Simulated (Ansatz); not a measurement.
The starting structures come from a database of crystals and need not be the phases stable at ambient conditions.

Inside the gap of an insulator the Bloch states are evanescent, with a wavenumber k + iκ along the transport direction.

```xyz
7
Lattice="6.3521 0.0000 0.0000 3.1761 7.0530 0.0000 0.0000 2.8605 5.6716" Properties=species:S:1:pos:R:3 pbc="T T T"
In     3.1761     5.6718     4.2537
In     3.1761     1.4302     2.8358
Hg     0.0000     0.0000     0.0000
Te     4.9181     6.1752     2.0877
Te     1.4688     3.6152     3.3399
Te     7.7861     7.7128     5.1364
Te     4.8833     2.3236     0.7792
```

Space group of this cell: I-4. The cell is taken as given.

Transport runs along the normal of the first two printed cell vectors, the (101) plane of the conventional cell.

No gap correction and no spin-orbit coupling; mid-gap values are interpolated between computed energies.

### Question
Predict the band gap and the smallest decay constant κ at mid-gap from r2SCAN run with Ansatz (a quantum-chemistry and plane-wave program).

### Answer
Gap 0.97 eV on a 6×6×6 mesh; κ = 0.077 1/Å, at the zone centre.
